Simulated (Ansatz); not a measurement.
System: GaP (model structure, started from the NiAs type, P6₃/mmc, No. 194, 4 atoms in the cell). Method: LDA (Ansatz, a first-principles code, PAW).

Run with plane-wave cutoff 520 eV, 18×18×12 k mesh (along the axes of the cell as run), Fermi–Dirac smearing 0.05 eV, scalar-relativistic PAW data made under PBE.

Cell (relaxed at this level):

```cif
data_Ga2P2
_chemical_formula_sum 'Ga2 P2'
_space_group_name_H-M_alt 'P 1'
_space_group_IT_number 1
_cell_length_a 3.52852
_cell_length_b 3.52852
_cell_length_c 6.03287
_cell_angle_alpha 90.000
_cell_angle_beta 90.000
_cell_angle_gamma 120.000
loop_
_space_group_symop_operation_xyz
  'x, y, z'
loop_
_atom_site_label
_atom_site_type_symbol
_atom_site_fract_x
_atom_site_fract_y
_atom_site_fract_z
_atom_site_occupancy
Ga1 Ga 0.00000 0.00000 0.00000 1
Ga2 Ga 0.00000 0.00000 0.50000 1
P1 P 0.33333 0.66667 0.25000 1
P2 P 0.66667 0.33333 0.75000 1
```

Problem. What does this level give for the bulk modulus?

Solution. 
- bulk modulus = 101 GPa

The run finds no gap.

Note: the bulk modulus is −V dP/dV from two relaxed cells at ±2 % in volume; the relaxation could raise the start's symmetry but not lower it, so the cell can be a saddle point.

The computed numbers hold no vibrational or temperature effects.

The result took around 5 core-minutes (rough).

A model structure was made by putting elements into a prototype or built by hand; it is no filed structure, need not be a known phase, and can be a saddle point held by its symmetry.
